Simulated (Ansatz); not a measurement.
Base system: Fe$_{2}$B (space group I4/mcm, No. 140; a = 4.983 Å, c = 4.156 Å; ferromagnetic).

The values are results of PBEsol, PAW, 420 eV (Ansatz, a quantum-chemistry and plane-wave program; scalar-relativistic without spin-orbit coupling), not measurements.

One change was made to it. Results:

```json
[
 {"quantity": "magnetic state", "base": "ferromagnetic", "after": "ferromagnetic"},
 {"quantity": "density", "base": "7.88 g/cm³", "after": "8.04 g/cm³"},
 {"quantity": "c/a ratio", "base": "0.834", "after": "0.832"}
]
```

**Question.** What was done to the base?
A. pressure 0.3 GPa
B. pressure 5 GPa
C. pressure −1 GPa

**Answer.** B, pressure 5 GPa. For comparison, the density in the other runs: pressure 0.3 GPa gives 7.89 g/cm³; pressure −1 GPa gives 7.85 g/cm³.

Other magnetic orders, which the real material may have, were not ruled out. Load acts through the strain it causes; cell and atoms are relaxed under it. No phonon test of stability was made. Competing high-pressure phases were not computed.
